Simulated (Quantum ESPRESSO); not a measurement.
**How a calculation on KCl (Fm-3m, 2 atoms in the cell) responds to its settings**

```yaml
crystal:
  lattice:
    - [-3.16229, 0.00000, 3.16229]
    - [0.00000, 3.16229, 3.16229]
    - [-3.16229, 3.16229, 0.00000]
  atoms:
    - { symbol: K, position: [0.00000, 0.00000, 0.00000] }
    - { symbol: Cl, position: [0.50000, 0.50000, 0.50000] }
```

Base run A: revPBE, GBRV 1.5 ultrasoft (PBE) pseudopotentials in Quantum ESPRESSO, self-consistent single point.

Its settings: ecutwfc = 40 Ry; ecutrho = 200 Ry; occupations = smearing; smearing = gauss; degauss = 0.000734986 Ry; input_dft = revpbe; potentials = {K: k_pbe_v1.4.uspp.F.UPF, Cl: cl_pbe_v1.4.uspp.F.UPF}; K_POINTS = automatic 9 9 9 0 0 0; conv_thr = 1e-08 Ry; mixing_beta = 0.5.

The starting cell comes from a database of computed structures (which also holds hypothetical and non-ambient phases and stackings), without a prior relaxation at this level. Its lattice was rescaled by a random factor within 2.5 % of one.

ΔF is the free energy per atom less that of run A. 

Run A gave: pressure (GPa) 1.09; gap on the mesh (eV) 5.450; iterations 12.

Runs:
- B: mixing_ndim = 2
- C: mixing_ndim = 4
- D: mixing_ndim = 6
- E: mixing_ndim = 12
- F: mixing_ndim = 16
- G: mixing_ndim = 20

Question: Which runs reach the base run's state, and which is quickest in iterations?

Answer: Runs B, C, D, E, F, G gave the same state as A (within 1 meV/atom). The fewest iterations to that state were 8 (C); the most were 12.

| run | ΔF (meV/atom) | pressure (GPa) | gap on the mesh (eV) | iterations |
|---|---|---|---|---|
| A | 0.00 | 1.09 | 5.450 | 12 |
| B | 0.00 | 1.09 | 5.449 | 9 |
| C | 0.00 | 1.09 | 5.449 | 8 |
| D | 0.00 | 1.08 | 5.449 | 10 |
| E | 0.00 | 1.09 | 5.449 | 12 |
| F | 0.00 | 1.09 | 5.449 | 12 |
| G | 0.00 | 1.09 | 5.449 | 12 |
